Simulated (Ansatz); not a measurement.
System: WS2 (R3m, No. 160, 3 atoms in the cell; start mp-9813; a measured phase of this formula has another space group). Method: r²SCAN (Ansatz, a quantum-chemistry and plane-wave program, plane waves, PAW).

Settings: plane-wave cutoff 560 eV, 12×12×12 k mesh, Fermi–Dirac smearing 0.01 eV, no spin polarisation, scalar-relativistic PAW data made under PBE.

Cell (relaxed at this level):

Space group R3m, hexagonal axes (No. 160); a = 3.183 Å, b = 3.183 Å, c = 19.672 Å, α = 90.00°, β = 90.00°, γ = 120.00°

```csv
atom,site,symmetry,x,y,z
W,3a,3m,0.0000,0.0000,0.9993
S,3a,3m,0.0000,0.0000,0.5867
S,3a,3m,0.0000,0.0000,0.7453
```
(The calculation used a cell of 3 atoms; values per cell refer to that cell.)

Task: Give the computed band gap and direct gap at Γ.

Result: 
* **band gap**: 1.37 eV (on the SCF k mesh)
* **direct gap at Γ**: 3.44 eV

Note: the relaxation could not lower the start's symmetry, so the cell can be a saddle point above a distorted one; the cell has widely spaced layers and the level no dispersion term, so their spacing and the moduli can rest on weak binding.

Spin–orbit coupling is not included.

Static lattice: no zero-point or thermal effects.

Computing time: around 2.7 core-minutes (rough).

A start named mp-… is a Materials Project structure, which need not be a measured phase.
